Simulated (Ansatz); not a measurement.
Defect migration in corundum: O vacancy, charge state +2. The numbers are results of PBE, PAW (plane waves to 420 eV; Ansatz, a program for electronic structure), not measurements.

120-site cell at the relaxed PBE lattice, the Γ point alone, smearing 0.01 eV, spin-restricted, no finite-size correction. Energies are static. The charge state is imposed; whether it is stable for some Fermi level was not computed. Forms of the defect that were not tried may lie lower.

Barriers: single points on a 2×2×2 k-point mesh shifted by half a step along c at the bands' geometries.

The step: a nearby O atom hops onto the vacant site. Atoms about the jump, Cartesian Å from the middle of the jump, before and after:

| atom | x0 | y0 | z0 | x1 | y1 | z1 |
|---|---|---|---|---|---|---|
| O1 | 0.24 | -0.69 | 1.03 | -0.24 | 0.69 | -1.03 |
| Al2 | 1.34 | 0.67 | 0.37 | 1.35 | 0.91 | 0.08 |
| Al3 | -1.35 | -0.91 | -0.08 | -1.33 | -0.67 | -0.37 |
| O4 | -1.92 | 0.54 | 1.04 | -1.84 | 0.52 | 1.08 |
| O5 | 1.84 | -0.52 | -1.08 | 1.92 | -0.54 | -1.04 |
| O6 | 0.42 | 2.12 | 1.02 | 0.50 | 2.19 | 1.08 |
| O7 | -0.50 | -2.19 | -1.08 | -0.42 | -2.12 | -1.02 |
| Al8 | -1.21 | -0.70 | 2.52 | -1.34 | -0.71 | 2.56 |
| Al9 | 1.33 | 0.71 | -2.56 | 1.21 | 0.70 | -2.52 |
| O10 | -1.96 | -2.07 | 1.16 | -1.84 | -1.91 | 1.11 |
| O11 | 1.84 | 1.91 | -1.11 | 1.96 | 2.07 | -1.16 |
| Al12 | -1.21 | 2.06 | 1.94 | -1.16 | 2.07 | 1.93 |
| Al13 | 1.16 | -2.07 | -1.93 | 1.21 | -2.06 | -1.94 |
| O14 | 2.94 | 0.57 | 1.12 | 2.85 | 0.59 | 1.09 |
| O15 | -2.85 | -0.59 | -1.09 | -2.94 | -0.57 | -1.12 |
| Al16 | 1.20 | -2.10 | 1.94 | 1.35 | -2.29 | 2.11 |
| Al17 | -1.35 | 2.29 | -2.11 | -1.20 | 2.10 | -1.94 |
| O18 | -0.46 | 0.80 | 3.27 | -0.42 | 0.74 | 3.21 |
| O19 | 0.42 | -0.74 | -3.20 | 0.46 | -0.80 | -3.27 |
| O20 | 2.86 | -1.96 | 1.07 | 2.85 | -1.98 | 1.10 |
| O21 | -2.85 | 1.98 | -1.10 | -2.86 | 1.96 | -1.07 |
| Al22 | -3.62 | 0.69 | 0.25 | -3.63 | 0.71 | 0.24 |
| Al23 | 3.63 | -0.71 | -0.24 | 3.62 | -0.69 | -0.25 |
| Al24 | -1.22 | -3.57 | 0.26 | -1.16 | -3.45 | 0.26 |
| Al25 | 1.16 | 3.45 | -0.26 | 1.22 | 3.57 | -0.26 |
| O26 | 0.46 | -3.60 | 1.09 | 0.50 | -3.57 | 1.11 |
| O27 | -0.50 | 3.57 | -1.11 | -0.46 | 3.60 | -1.09 |
| O28 | -0.26 | -2.09 | 3.28 | -0.24 | -2.07 | 3.22 |
| O29 | 0.24 | 2.07 | -3.22 | 0.26 | 2.09 | -3.28 |
| O30 | 1.93 | -0.81 | 3.26 | 1.92 | -0.84 | 3.23 |
| O31 | -1.92 | 0.84 | -3.23 | -1.93 | 0.81 | -3.26 |

Q: Predict the transition state.

A: 
```json
[
 {"atom": "O1", "x": "0.00", "y": "0.00", "z": "0.00"},
 {"atom": "Al2", "x": "1.41", "y": "0.88", "z": "0.24"},
 {"atom": "Al3", "x": "-1.41", "y": "-0.89", "z": "-0.25"},
 {"atom": "O4", "x": "-2.06", "y": "0.54", "z": "1.20"},
 {"atom": "O5", "x": "2.06", "y": "-0.55", "z": "-1.21"},
 {"atom": "O6", "x": "0.50", "y": "2.26", "z": "1.10"},
 {"atom": "O7", "x": "-0.50", "y": "-2.26", "z": "-1.10"},
 {"atom": "Al8", "x": "-1.35", "y": "-0.68", "z": "2.53"},
 {"atom": "Al9", "x": "1.36", "y": "0.67", "z": "-2.54"},
 {"atom": "O10", "x": "-1.90", "y": "-1.99", "z": "1.13"},
 {"atom": "O11", "x": "1.90", "y": "1.98", "z": "-1.14"},
 {"atom": "Al12", "x": "-1.19", "y": "2.05", "z": "1.91"},
 {"atom": "Al13", "x": "1.19", "y": "-2.05", "z": "-1.92"},
 {"atom": "O14", "x": "2.92", "y": "0.59", "z": "1.11"},
 {"atom": "O15", "x": "-2.92", "y": "-0.59", "z": "-1.11"},
 {"atom": "Al16", "x": "1.31", "y": "-2.25", "z": "2.06"},
 {"atom": "Al17", "x": "-1.31", "y": "2.24", "z": "-2.07"},
 {"atom": "O18", "x": "-0.44", "y": "0.76", "z": "3.21"},
 {"atom": "O19", "x": "0.44", "y": "-0.77", "z": "-3.21"},
 {"atom": "O20", "x": "2.83", "y": "-1.96", "z": "1.07"},
 {"atom": "O21", "x": "-2.83", "y": "1.96", "z": "-1.08"},
 {"atom": "Al22", "x": "-3.64", "y": "0.71", "z": "0.28"},
 {"atom": "Al23", "x": "3.64", "y": "-0.71", "z": "-0.29"},
 {"atom": "Al24", "x": "-1.18", "y": "-3.53", "z": "0.24"},
 {"atom": "Al25", "x": "1.18", "y": "3.53", "z": "-0.25"},
 {"atom": "O26", "x": "0.48", "y": "-3.57", "z": "1.09"},
 {"atom": "O27", "x": "-0.48", "y": "3.56", "z": "-1.10"},
 {"atom": "O28", "x": "-0.26", "y": "-2.05", "z": "3.20"},
 {"atom": "O29", "x": "0.26", "y": "2.04", "z": "-3.21"},
 {"atom": "O30", "x": "1.91", "y": "-0.82", "z": "3.21"},
 {"atom": "O31", "x": "-1.91", "y": "0.82", "z": "-3.22"}
]
```
It lies 1.73 eV above the start and 1.73 eV above the end. The saddle point's order was not checked, and it lies on a symmetry element of the cell, where a band can be held.
